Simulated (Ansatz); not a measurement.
An Ansatz (a program for electronic structure) input (Ansatz, r2SCAN, PAW, cutoff 500 eV, spin-orbit coupling left out, earlier PAW set):

Ansatz 0.2 input:
```yaml
crystal:
  lattice:
    - [3.6566114779, 0, 0]
    - [-1.2188704926, 3.4474863629, 0]
    - [0, 0, 26.942443078]
  atoms:
    - { symbol: Na, position: [0.25, 0.25, 0.2783711922] }
    - { symbol: Na, position: [0.75, 0.75, 0.3891855961] }
    - { symbol: Na, position: [1.25, 1.25, 0.5] }
    - { symbol: Na, position: [1.75, 1.75, 0.6108144039] }
    - { symbol: Na, position: [2.25, 2.25, 0.7216288078] }
basis: { ecutwfc: 500, ecutrho_ratio: 4, xc_grid: 4, fft_grid_basis: typed }
kpoints: { mp_grid: { grid: [14, 14, 1] } }
hamiltonian:
  xc: r2scan
  dispersion: none
  pseudopotentials: { azcp: { folder: ./paw }, kind: paw }
scf: { occupations: { method: fermi_dirac, width: 0.05 }, convergence: { dr2_threshold: 0.0000000005 } }
relax: { f_tol: 0.01, max_steps: 50 }
output: { forces: true, stress: true }
checkpoint: { write: state.ck, write_every: 1000 }
```

Which symmetry and how many k-points will the program report, and about how many plane waves at Γ?

Space group Cmmm (ITA 65) with 8 operations, k-points 57 of 196, and 8631 plane waves at Γ.

Stability against distortions was not tested. The cell was made from Na in the bcc (W type) structure (space group Im-3m, No. 229) by this change: a free-standing slab of 5 layers (5 atoms, 1 a layer) is cut normal to [110], with 15 Å of vacuum and the in-plane cell held at bulk.
